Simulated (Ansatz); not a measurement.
Take GaAs in the zinc blende structure (space group F-43m, No. 216) as the base.

```yaml
crystal:
  lattice:
    - [0.00000, 2.82948, 2.82948]
    - [2.82948, 0.00000, 2.82948]
    - [2.82948, 2.82948, 0.00000]
  atoms:
    - { symbol: Ga, position: [0.00000, 0.00000, 0.00000] }
    - { symbol: As, position: [0.25000, 0.25000, 0.25000] }
```

Level of theory: Ansatz (a quantum-chemistry and plane-wave program), PBEsol, PAW, cutoff 420 eV, without spin-orbit coupling.

For the base:

- Electron mass = 0.025 mₑ (at Γ)
- Valley order = Γ 0.42 eV; L along ⟨111⟩ 0.92 eV; a point along ⟨100⟩, about 1.0 Å⁻¹ from Γ 1.32 eV
- Lattice parameter a = 5.659 Å

The change: a hydrostatic pressure of 4.5 GPa.

Task: Predict the new electron mass.

Result: The electron mass becomes 0.047 mₑ (at Γ) (base: 0.025 mₑ (at Γ)).

Task: How does this affect the valley order?

Result: The valley order (the lowest conduction-band minima on the path, energy above the VBM, named in the base's zone) changes from Γ 0.42 eV; L along ⟨111⟩ 0.92 eV; a point along ⟨100⟩, about 1.0 Å⁻¹ from Γ 1.32 eV to Γ 0.85 eV; L along ⟨111⟩ 1.08 eV; a point along ⟨100⟩, about 1.0 Å⁻¹ from Γ 1.23 eV.

Task: Estimate the effect on the lattice parameter a.

Result: The lattice parameter a decreases by 0.106 Å (5.659 Å → 5.553 Å).

The levels and masses belong to the bands next to the band gap. Load acts through the strain it causes; cell and atoms are relaxed under it. Masses are band curvatures over ±0.01 Å⁻¹ around the edge. No phonon test of stability was made. Tetrahedral semiconductors of this kind turn to denser phases somewhere between about 1 and 50 GPa; those were not computed, so compressed cells here can lie past the real transition.
